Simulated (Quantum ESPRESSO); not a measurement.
Quantum ESPRESSO run on Ta2Si (Fmm2, 6 atoms in the cell): self-consistent single point.

Method: LDA (PZ), GBRV 1.5 ultrasoft (LDA) pseudopotentials (plane waves; Quantum ESPRESSO 7.5).

```xyz
6
Lattice="-3.0785 3.0785 2.5161 3.0785 -3.0785 2.5161 3.0785 3.0785 -2.5161" Properties=species:S:1:pos:R:3 pbc="T T T"
Ta     2.0713     1.0072     2.5161
Ta     1.0072     2.0713     0.0000
Ta    -0.9719     2.1066     2.5161
Ta     4.0857     1.0072     0.0000
Si     0.0000     0.0000     1.2580
Si     0.0000     0.0000     3.7741
```

Reference input (self-consistent single point, DFT, LDA (PZ), plane waves, GBRV 1.5 ultrasoft (LDA) pseudopotentials): ecutwfc = 40 Ry; ecutrho = 320 Ry; occupations = smearing; smearing = gaussian; degauss = 0.0073499 Ry; potentials = {Ta: ta_lda_v1.uspp.F.UPF, Si: si_lda_v1.uspp.F.UPF}; K_POINTS = automatic 4 4 4 0 0 0; conv_thr = 1e-10 Ry; mixing_beta = 0.7. This run's input differs from it in these lines:

```diff
@@ -15,4 +15,4 @@
  occupations = 'smearing',
- smearing = 'gaussian',
- degauss = 0.0073499,
+ smearing = 'fermi-dirac',
+ degauss = 0.02205,
 /
@@ -37,3 +37,3 @@
 K_POINTS automatic
-4 4 4  0 0 0
+7 7 7  0 0 0
```

The program printed (abridged):

```
     Self-consistent Calculation

     iteration #  1     ecut=    40.00 Ry     beta= 0.70

     Threshold (ethr) on eigenvalues was too large:
     Diagonalizing with lowered threshold

     negative rho (up, down):  3.786E-01 0.000E+00

     total energy              =    -587.16912211 Ry
     estimated scf accuracy    <       0.18523207 Ry

     iteration #  2     ecut=    40.00 Ry     beta= 0.70

     negative rho (up, down):  3.822E-01 0.000E+00

     total energy              =    -587.19748948 Ry
     estimated scf accuracy    <       0.11716696 Ry

     iteration #  3     ecut=    40.00 Ry     beta= 0.70

     negative rho (up, down):  3.844E-01 0.000E+00

     total energy              =    -587.22712090 Ry
     estimated scf accuracy    <       0.00809587 Ry

   [... 8 blocks of this kind left out ...]

     iteration # 12     ecut=    40.00 Ry     beta= 0.70

     negative rho (up, down):  3.859E-01 0.000E+00

     total energy              =    -587.22888759 Ry
     estimated scf accuracy    <          4.0E-10 Ry

     iteration # 13     ecut=    40.00 Ry     beta= 0.70

     negative rho (up, down):  3.859E-01 0.000E+00
     End of self-consistent calculation

     the Fermi energy is    17.3657 ev

!    total energy              =    -587.22888759 Ry
     estimated scf accuracy    <          3.6E-11 Ry
     smearing contrib. (-TS)   =      -0.07729200 Ry
     internal energy E=F+TS    =    -587.15159558 Ry

     convergence has been achieved in  13 iterations

     negative rho (up, down):  3.859E-01 0.000E+00

     Forces acting on atoms (cartesian axes, Ry/au):

     atom    1 type  1   force =     0.00848358   -0.00598216    0.00000000
     atom    2 type  1   force =    -0.00598216    0.00848358    0.00000000
     atom    3 type  1   force =    -0.00688996   -0.00688996    0.00000000
     atom    4 type  1   force =     0.00059407    0.00059407    0.00000000
     atom    5 type  2   force =     0.00189724    0.00189724    0.00000000
   [... lines left out ...]
     Total force =     0.018043     Total SCF correction =     0.000010
   [... lines left out ...]

     negative rho (up, down):  3.859E-01 0.000E+00
          total   stress  (Ry/bohr**3)                   (kbar)     P=      -64.97
  -0.00046399   0.00004009   0.00000000          -68.26        5.90        0.00
   0.00004009  -0.00046399   0.00000000            5.90      -68.26        0.00
   0.00000000   0.00000000  -0.00039696            0.00        0.00      -58.39

   JOB DONE.
```

The run converged in 13 iterations. Against the reference run the free energy goes down by 88.7 meV/atom, the pressure goes from -7.05 to -6.50 GPa and the largest force goes from 0.526 to 0.267 eV/Å.

The starting cell comes from a database of computed structures (which also holds hypothetical and non-ambient phases and stackings), without a prior relaxation at this level. Its lattice was rescaled by up to half a per cent. One atom was moved a little off its site on purpose. Spin polarisation is off. With a pressure of about -6 GPa the cell is away from its equilibrium volume at this level.

Cost on one core of a shared machine: roughly 2 min.
